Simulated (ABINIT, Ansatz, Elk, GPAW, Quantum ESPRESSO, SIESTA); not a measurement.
# Cr2TeSe (P-6m2, 4 atoms in the cell) computed with different codes at matched settings

Self-consistent single point.

```
CELL_PARAMETERS angstrom
      3.96139     0.00000     0.00000
     -1.98070     3.43066     0.00000
      0.00000     0.00000     6.33777
ATOMIC_POSITIONS crystal
  Cr 0.66667 0.33333 0.23775
  Cr 0.66667 0.33333 0.76225
  Te 0.00000 0.00000 0.50000
  Se 0.33333 0.66667 0.00000
```
Moments meant for the start (each program seeds them in its own way; μB, in the order of the atoms Cr Cr Te Se): 3.0 3.0 0.0 0.0.

Shared settings, as Ansatz (an electronic-structure program) writes them: kpoints.mp_grid.grid = 5 5 3; scf.occupations.method = fermi_dirac; scf.occupations.width = 0.1 eV. Potentials and cutoffs stand in the table.

| code | model | pressure (GPa) | largest force (eV/Å) | size of the net moment (μB/atom) | cutoff |
|---|---|---|---|---|---|
| Quantum ESPRESSO | PBEsol, PseudoDojo standard norm-conserving (PBESOL) pseudopotentials | -4.39 | 0.002 | 1.96 | 95 Ry |
| Ansatz | PBEsol, PAW files made with PBE | -5.13 | 0.000 | 1.93 | 420 eV |
| SIESTA | GGA PBEsol, numerical atomic orbitals DZP, PseudoDojo PBEsol standard norm-conserving potentials (rewritten from UPF to PSML) | -3.07 | 0.091 | 1.97 | grid 300 Ry |
| ABINIT | PBEsol, PAW (JTH v2.0 PBE PAW, files made for PBE) | -4.67 | 0.037 | 1.93 | 60 Ry |
| GPAW | PBEsol, GPAW PAW datasets PBEsol (made by gpaw-setup) | -5.10 | 0.022 | 1.93 | 800 eV |
| Elk | PBEsol, all-electron FP-LAPW, Elk's shipped species files, APW+lo basis with extra local orbitals | – | – | 1.93 | rgkmax 7.5 |

A dash marks a value that a program does not give, or that is left out as unsure.

On Ansatz's run: spin-orbit coupling is off. The magnetic order is the one reached from the typed start; others were not searched systematically. The program warned that, by what it read of turns of the moments, another magnetic order lies lower.

The spread over the programs that give each value: pressure within 2.06 GPa; largest force within 0.091 eV/Å; size of the net moment within 0.04 μB/atom.

SIESTA uses small atom-centred bases, whose incompleteness enters pressures, forces and empty levels differently from a plane-wave cutoff. Elk treats all electrons, but the usual bases taken here (sphere radii, linearisation, local orbitals, empty states) were not tested for convergence, so the values are no reference for the others. Ansatz's pressure is given at a fixed set of plane waves, as the other plane-wave codes print theirs. In the pressure, SIESTA (by 1.81) lies more than 1 GPa from the median of the plane-wave programs. In the force vectors, SIESTA (by 0.090) lies more than 0.08 eV/Å from the median of the plane-wave programs.

On the base mesh (6 6 3) the same programs gave: Ansatz pressure -4.89 GPa; Quantum ESPRESSO pressure -4.25 GPa; ABINIT pressure -4.43 GPa; GPAW pressure -4.88 GPa; SIESTA pressure -2.95 GPa.

The starting cell comes from a database of computed structures (which also holds hypothetical and non-ambient phases and stackings), without a prior relaxation at this level.

Keys are those of Ansatz 0.2.
